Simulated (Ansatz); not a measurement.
Consider the following.

```
CdTe
1.0
    4.64161     0.00000     0.00000
   -2.32081     4.01975     0.00000
    2.32081    -1.33992     3.78986
Cd Te
1 1
Cartesian
  0.00000   0.00000   0.00000
  0.00000   2.67984   0.94746
```

Space group of this cell: F-43m, zinc blende. The cell is taken as given.

Level of theory: r2SCAN (plane waves, PAW; Ansatz, a first-principles code).

The current runs along the normal of the first two printed vectors; no spin-orbit coupling. Scaled by the factor s: both lengths across the current (ions clamped). Meshes 8×8×8 and 12×12 across the current in all rows.

```json
[
 {"s": "0.98", "mean pressure (GPa)": "1.7", "band gap (eV)": "?"},
 {"s": "1.00", "mean pressure (GPa)": "-0.1", "band gap (eV)": "1.16"},
 {"s": "1.02", "mean pressure (GPa)": "-1.5", "band gap (eV)": "1.00"}
]
```

Problem. Take the slope of the band gap against ln s from the two given rows, extrapolate to s = 0.98, and say what the run there gives.

Solution. Slope = (1.00 − 1.16) / ln 1.02 = -8.08 eV. The line gives 1.16 + (-8.08) × ln 0.98 = 1.32 eV. The run gives 1.26 eV, 0.06 eV under the line, 39 % of the predicted step.
